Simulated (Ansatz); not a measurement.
# CdGeAs2: pressure series

Start from CdGeAs$_{2}$ in the chalcopyrite structure (space group I-42d, No. 122; a = 5.9812 Å, c = 11.2983 Å).

Cell and atoms are relaxed at each pressure.

Method: DFT with r2SCAN, PAW potentials and a 500 eV plane-wave cutoff in Ansatz (a program for electronic structure), scalar-relativistic without spin-orbit coupling.

Candidates:
(a) pressure 22.5 GPa
(b) pressure 2.1 GPa
(c) pressure 9 GPa
(d) pressure 15 GPa
(e) pressure 4.5 GPa

Before the change:

The band gap comes out as 0.10 eV.

### Question
Order them by band gap, lowest first.

### Answer
(b) pressure 2.1 GPa (0.28 eV), (e) pressure 4.5 GPa (0.46 eV), (a) pressure 22.5 GPa (0.55 eV), (c) pressure 9 GPa (0.76 eV), (d) pressure 15 GPa (0.98 eV)

Load acts through the strain it causes; cell and atoms are relaxed under it. No phonon test of stability was made. No other phases were tried under pressure. A zero or small gap of CdGeAs2 can be the functional's error rather than a property of the material.
